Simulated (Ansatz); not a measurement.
Take CdSe in the zinc blende structure (space group F-43m, No. 216; a = 6.082 Å) as the base. Axes: x, y, z lie along the cube axes.

Modification: compressive biaxial strain of 3.00 % in the plane normal to [001], as in epitaxy on a mismatched substrate; the out-of-plane cell vector and the atoms relax.

Level of theory: PBEsol/PAW in Ansatz (a first-principles code), scalar-relativistic without spin-orbit coupling.

Give the band edges at the high-symmetry points of the new zone, measured from its valence-band maximum.


```csv
point,valence edge (eV),conduction edge (eV)
Γ,0.00,0.42
X,-2.05,2.82
P,-2.37,4.72
N,-0.69,2.19
M,-1.80,3.07
S,-1.37,3.90
S₀,-1.37,3.90
R,-2.38,4.79
G,-2.38,4.79
```

The gap is 0.42 eV, direct at Γ.

Whether these cells are dynamically stable was not tested. k-point labels follow each cell's own Brillouin zone.
